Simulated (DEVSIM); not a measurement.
Device: Ru/Si3N4/SiO2/p-Si capacitor, at 400 K.

```
layer (left to right)  material  thickness (nm)  Na (cm⁻³)
---------------------  --------  --------------  ---------
1                         Si3N4            29.0          -
2                          SiO2           0.550          -
3                            Si            1800       1e17
```

Metal gate on the left, work function 4.7 eV. Fixed charge at the semiconductor interface -2.7e11 cm⁻² (in units of +e); interface traps 1e10 cm⁻² eV⁻¹, uniform in energy, neutral level at 0.3 of the gap above the valence band.

Constants are typed, rounded textbook-type inputs, not results; the design itself was drawn at random and stands for no fabricated device. Values at 300 K; Nc and Nv go as T^1.5, mobilities as T to minus their exponent, the gap by Varshni's rule with the affinity fixed.

| parameter | Si3N4 | SiO2 | Si |
|---|---|---|---|
| gap (eV) | 5.1 | 9 | 1.124 |
| affinity (eV) | 2.1 | 0.9 | 4.05 |
| permittivity | 7.5 | 3.9 | 11.7 |
| Nc (cm⁻³) | - | - | 2.86e19 |
| Nv (cm⁻³) | - | - | 3.1e19 |
| Varshni α (eV/K) | - | - | 0.000473 |
| Varshni β (K) | - | - | 636 |

DEVSIM, 1D Poisson equation in equilibrium, Boltzmann statistics, complete ionisation; no quantum confinement or tunnelling. Metal contacts follow the ideal Schottky-Mott rule: no Fermi-level pinning, no interface dipoles.

Problem. Tabulate band edges, carrier densities and field at -3.2 V on the gate.

Solution. Energies count from the Fermi level of the right contact; mesh points crowd at the junctions.

```
x (μm)    Ec (eV)  Ev (eV)  n (cm⁻³)  p (cm⁻³)  field (V/cm)
--------  -------  -------  --------  --------  ------------
0.000       5.800    0.700     < 1e2     < 1e2       -920000
0.001490    5.663    0.563     < 1e2     < 1e2       -920000
0.004925    5.347    0.247     < 1e2     < 1e2       -920000
0.01222     4.677   -0.423     < 1e2     < 1e2       -920000
0.02367     3.624   -1.476     < 1e2     < 1e2       -920000
0.02724     3.296   -1.804     < 1e2     < 1e2       -920000
0.02892     3.142   -1.958     < 1e2     < 1e2       -920000
0.02976     1.075   -0.021   1200000    2.6e19       -520000
0.03160     1.016   -0.080   6900000    4.7e18       -210000
0.03587     0.961   -0.135     3.4e7    9.5e17        -82000
0.04642     0.914   -0.182     1.3e8    2.4e17        -24000
0.08540     0.886   -0.211     3.0e8    1.1e17         -1300
0.1613      0.884   -0.213     3.2e8    1.0e17           ≈ 0
0.3383      0.884   -0.213     3.2e8    1.0e17           ≈ 0
0.9886      0.884   -0.213     3.2e8    1.0e17           ≈ 0
1.482       0.884   -0.213     3.2e8    1.0e17           ≈ 0
1.681       0.884   -0.213     3.2e8    1.0e17           ≈ 0
1.769       0.884   -0.213     3.2e8    1.0e17           ≈ 0
1.810       0.884   -0.213     3.2e8    1.0e17           ≈ 0
1.822       0.884   -0.213     3.2e8    1.0e17           ≈ 0
1.827       0.884   -0.213     3.2e8    1.0e17           ≈ 0
1.830       0.884   -0.213     3.2e8    1.0e17           ≈ 0
```
